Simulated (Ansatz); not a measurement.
**Several settings converged on Be₃Ir (I4mm, 4 atoms in the cell)**

```
CELL_PARAMETERS angstrom
     -1.62345     1.62345     3.60744
      1.62345    -1.62345     3.60744
      1.62345     1.62345    -3.60744
ATOMIC_POSITIONS crystal
  Be 0.75000 0.25000 0.50000
  Be 0.25000 0.75000 0.50000
  Be 0.50693 0.50693 0.00000
  Ir 0.00000 0.00000 0.00000
```

Base method: LDA (PW92), default PAW files made with PBE (plane waves; Ansatz, a first-principles code).

Base settings: basis.ecutwfc = 420 eV; kpoints.mp_grid.grid = 14 14 14; hamiltonian.xc = lda; hamiltonian.pseudopotentials = {kind: paw} (the program's default PAW files); scf.occupations.method = fermi_dirac; scf.occupations.width = 0.1 eV.

**The width of Fermi-Dirac smearing**

In this ladder: kpoints.mp_grid.grid = 23 23 23.

Narrow widths need finer meshes than wide ones, so the last steps can hold mesh noise.

Only quantities that move along the ladder and can be compared are tabulated; pressure and forces are left out, as mesh noise rules them at narrow widths.

| scf.occupations.width | free energy less the last step's (meV/atom) | energy extrapolated to zero width less the last step's (meV/atom) |
|---|---|---|
| 1 eV | -451.20 | 16.67 |
| 0.5 eV | -107.14 | -0.04 |
| 0.3 eV | -35.75 | 0.19 |
| 0.2 eV | -13.32 | 0.20 |
| 0.1 eV | 0.00 | 0.00 |

Widest scf.occupations.width that holds the energy extrapolated to zero width within 2 meV/atom of the last step, with all finer ones: 0.5 eV; the step before is off by 17 meV/atom.

Widest scf.occupations.width that holds the free energy within 5 meV/atom: not settled: the last two steps still differ by 13 meV/atom, over half the tolerance, so the ladder does not show it.

The extrapolation to zero width removes most of the smearing's effect on the energy.

**The width of cold smearing**

In this ladder: kpoints.mp_grid.grid = 23 23 23; scf.occupations.method = cold.

Narrow widths need finer meshes than wide ones, so the last steps can hold mesh noise.

Only quantities that move along the ladder and can be compared are tabulated; pressure and forces are left out, as mesh noise rules them at narrow widths.

```csv
scf.occupations.width,free energy less the last step's (meV/atom)
1 eV,5.39
0.5 eV,2.06
0.3 eV,0.38
0.2 eV,-0.06
0.1 eV,-0.03
0.05 eV,0.00
```

Widest scf.occupations.width that holds the free energy within 1 meV/atom of the last step, with all finer ones: 0.3 eV; the step before is off by 2.1 meV/atom.

On the base run: the starting cell comes from a database of computed structures (which also holds hypothetical and non-ambient phases and stackings), without a prior relaxation at this level. Its lattice was rescaled by up to half a per cent. One atom was moved a little off its site on purpose. Spin polarisation is off. In the base run, with a pressure of about -4 GPa the cell is away from its equilibrium volume at this level. Ansatz's pressure includes its estimate of the finite-basis (Pulay) stress.

Left out of this page: 4 runs of the series outside the window shown, repeating another row's setting, or not comparable.

Keys are those of Ansatz 0.2.
